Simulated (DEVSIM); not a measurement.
Device: Al0.4Ga0.6As/GaAs p-n heterojunction, at 300 K.

Layer 1 from the left is Al0.4Ga0.6As, thickness (μm) 1.40, Na (cm⁻³) 1.3e16, τn (s) 6.8e-9, τp (s) 6.8e-9. Layer 2 from the left is GaAs, thickness (μm) 0.330, Nd (cm⁻³) 4e15, τn (s) 6.8e-9, τp (s) 6.8e-9.

Left contact: ohmic. Right contact: ohmic. Voltage is applied to the left contact. Recombination: SRH at mid-gap. Mobility is constant in doping.

Constants are typed, rounded textbook-type inputs, not results; the design itself was drawn at random and stands for no fabricated device. Values at 300 K.

Al0.4Ga0.6As: gap (eV) 1.9228, affinity (eV) 3.754, permittivity 11.76, Nc (cm⁻³) 7.93e17, Nv (cm⁻³) 9e18, μn (cm²/Vs) 3220, μp (cm²/Vs) 158. GaAs: gap (eV) 1.424, affinity (eV) 4.07, permittivity 12.9, Nc (cm⁻³) 4.7e17, Nv (cm⁻³) 9e18, μn (cm²/Vs) 8500, μp (cm²/Vs) 400.

DEVSIM, 1D drift-diffusion, Boltzmann statistics, complete ionisation; no tunnelling, impact ionisation, image-force lowering or self-heating. Band offsets follow the typed affinities; no thermionic-emission limit at abrupt steps, no polarisation charge.

Question: What does the simulation give for the potential step across the device at zero bias, the largest field in the device at zero bias, the dark forward voltage at 1 A/cm²?

Answer: potential step across the device at zero bias 1.315 V; largest field in the device at zero bias 40000 V/cm; dark forward voltage at 1 A/cm² 0.936 V.
